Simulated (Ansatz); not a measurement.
The parent structure is Cs in the bcc (W type) structure (space group Im-3m, No. 229).

```
CELL_PARAMETERS angstrom
     -3.13761     3.13761     3.13761
      3.13761    -3.13761     3.13761
      3.13761     3.13761    -3.13761
ATOMIC_POSITIONS crystal
  Cs 0.00000 0.00000 0.00000
```

Method: r2SCAN (Ansatz, a quantum-chemistry and plane-wave program, PAW, without spin-orbit coupling).

Before the change:

```
Quantity              Result
-------------------  -------
Lattice parameter a  6.275 Å
```

It is then changed as follows: every Cs is replaced by Rb; the structure is relaxed again.

Q: What does the calculation give for the lattice parameter a after the change?

A: The lattice parameter a shrinks by 0.529 Å to 5.746 Å.

Whether these cells are dynamically stable was not tested. All final runs are without spin polarisation.
